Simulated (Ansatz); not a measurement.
# How far to go with the k-point mesh: Rb2NiF4 (I4mm, 7 atoms in the cell)

```
Rb2NiF4
1.0
   -2.04798     2.04798     6.84926
    2.04798    -2.04798     6.84926
    2.04798     2.04798    -6.84926
Rb Ni F
2 1 4
Direct
  0.65013   0.65013   0.00000
  0.35352   0.35352   0.00000
  0.00000   0.00000   0.00000
  0.00000   0.50000   0.50000
  0.50000   0.00000   0.50000
  0.85383   0.85383   0.00000
  0.14617   0.14617   0.00000
```
Moments meant for the start (each program seeds them in its own way; μB, in the order of the atoms Rb Rb Ni F F F F): 0.0 0.0 2.0 0.0 0.0 0.0 0.0.

Level of theory: PBEsol, default PAW files made with PBE (plane waves; Ansatz, a program for electronic structure).

Base settings: basis.ecutwfc = 420 eV; kpoints.mp_grid.grid = 5 5 5; hamiltonian.xc = pbesol; hamiltonian.pseudopotentials = {kind: paw} (the program's default PAW files); magnetization.spin_polarized = true; scf.occupations.method = fermi_dirac; scf.occupations.width = 0.01 eV.

Only quantities that move along the ladder and can be compared are tabulated.

The magnetic state is not the same in all runs (site moments differ, or a search went on to a lower state), so steps between rows are not convergence errors alone.

The count of work is k-points × plane waves × bands × iterations; it is no time. Core times come from one kind of shared machine, to one figure; runs under 30 s give none.

The starting cell comes from a database of computed structures (which also holds hypothetical and non-ambient phases and stackings), without a prior relaxation at this level. Its lattice was rescaled by up to half a per cent. One atom was moved a little off its site on purpose. With one magnetic atom in the cell only a parallel order is possible. Ansatz's pressure includes its estimate of the finite-basis (Pulay) stress.

| kpoints.mp_grid.grid | free energy less the last step's (meV/atom) | pressure (GPa) | gap on the mesh (eV) | count of work / last | core time / last (rough) |
|---|---|---|---|---|---|
| 2 2 2 | 9.40 | -0.94 | 0.591 | 0.012 | – |
| 3 3 3 | 0.86 | -1.11 | 0.675 | 0.011 | – |
| 4 4 4 | 0.14 | -1.12 | 0.585 | 0.022 | – |
| 5 5 5 | 0.01 | -1.12 | 0.623 | 0.040 | 0.04 |
| 6 6 6 | 0.02 | -1.12 | 0.584 | 0.054 | 0.05 |
| 7 7 7 | 0.01 | -1.12 | 0.608 | 0.072 | 0.08 |
| 8 8 8 | 0.01 | -1.12 | 0.584 | 0.098 | 0.1 |
| 9 9 9 | 0.01 | -1.12 | 0.601 | 0.14 | 0.1 |
| 11 11 11 | 0.00 | -1.12 | 0.596 | 0.28 | 0.3 |
| 12 12 12 | 0.01 | -1.12 | 0.584 | 0.29 | 0.3 |
| 15 15 15 | 0.00 | -1.12 | 0.590 | 0.60 | 0.6 |
| 18 18 18 | 0.00 | -1.12 | 0.584 | 1.0 | 1 |

Coarsest kpoints.mp_grid.grid that holds the free energy within 5 meV/atom of the last step, with all finer ones: 3 3 3, at 0.011 of the last step's count of work; the step before is off by 9.4 meV/atom.

Coarsest kpoints.mp_grid.grid that holds the pressure within 0.05 GPa of the last step, with all finer ones: 3 3 3, at 0.011 of the last step's count of work; the step before is off by 0.18 GPa.

The gap on the mesh jumps up and down from mesh to mesh; it is no smooth measure of convergence.

Keys are those of Ansatz 0.2.
